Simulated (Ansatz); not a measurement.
The starting structures come from a database of crystals and need not be the phases stable at ambient conditions.

 Where the default PAW files enter, the runs use the earlier of Ansatz's two default sets.

By PBEsol, the system below comes out a metal.

The ballistic (Sharvin) conductance counts the channels at the Fermi level: G/A = (e²/h) × channels of both spins per area.

Consider the following.

```xyz
2
Lattice="3.1701 0.0000 0.0000 -1.5850 2.7454 0.0000 0.0000 0.0000 3.1823" Properties=species:S:1:pos:R:3 pbc="T T T"
Mo     0.0000     0.0000     0.0000
P      0.0000     1.8302     1.5911
```

Space group of this cell: P-6m2. The cell is strained (lengths across the current scaled by 0.98, ions clamped); by PBEsol its mean pressure is 4.5 GPa.

The current flows along the normal of the first two printed cell vectors, the (001) (indices of the unstrained crystal) plane of the conventional cell. No spin-orbit coupling; the value is a mean over 0.1 eV about the Fermi level.

Question: Predict the ballistic conductance per area from PBEsol (Ansatz, a quantum-chemistry and plane-wave program).

Answer: 0.77 × 10¹⁵ S/m² for both spins.
